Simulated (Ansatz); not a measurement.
## What x(In) = 0.167, 8 atoms, Pmmm does to ScAl3

Base system: ScAl$_{3}$ in the Cu3Au type structure (space group Pm-3m, No. 221; a = 4.0858 Å).

The other end (x = 1) is ScIn3 in the Cu3Au type structure (space group Pm-3m, No. 221; a model cell): 22.66 Å³/atom, gap zero.

The change: a fraction x = 0.167 of the Al sites is given to In, ordered in a cell of 8 atoms (starting symmetry Pmmm) and fully relaxed.

Calculations: r2SCAN/PAW in Ansatz (a first-principles code), no SOC. Settings: 11×11×6 k-points, 0.05 eV Fermi–Dirac smearing, for the changed cell.

The volume per atom grows by 0.86 Å³, from 17.05 Å³ to 17.91 Å³ and the shortest interatomic distance shrinks by 0.024 Å to 2.865 Å. The band gap stays zero and the mixing energy comes out as +0.03 eV/atom (to 0.01 eV only: unlike meshes or grids). The deviation of the volume from the linear (Vegard-type) interpolation amounts to -0.4 %.

Final structure:

```yaml
crystal:
  lattice:
    - [4.13862, 0.00000, 0.00000]
    - [0.00000, 4.15970, 0.00000]
    - [0.00000, 0.00000, 8.32330]
  atoms:
    - { symbol: Al, position: [0.50000, 0.00000, 0.50000] }
    - { symbol: Al, position: [0.50000, 0.00000, 0.00000] }
    - { symbol: Al, position: [0.50000, 0.50000, 0.23813] }
    - { symbol: Al, position: [0.50000, 0.50000, 0.76187] }
    - { symbol: In, position: [0.00000, 0.50000, 0.50000] }
    - { symbol: Al, position: [0.00000, 0.50000, 0.00000] }
    - { symbol: Sc, position: [0.00000, 0.00000, 0.24325] }
    - { symbol: Sc, position: [0.00000, 0.00000, 0.75675] }
```

Each cell is one ordered arrangement of few atoms, which overstates ordering effects compared with a random alloy. Stability against distortions was not tested. The final runs are not spin-polarised.
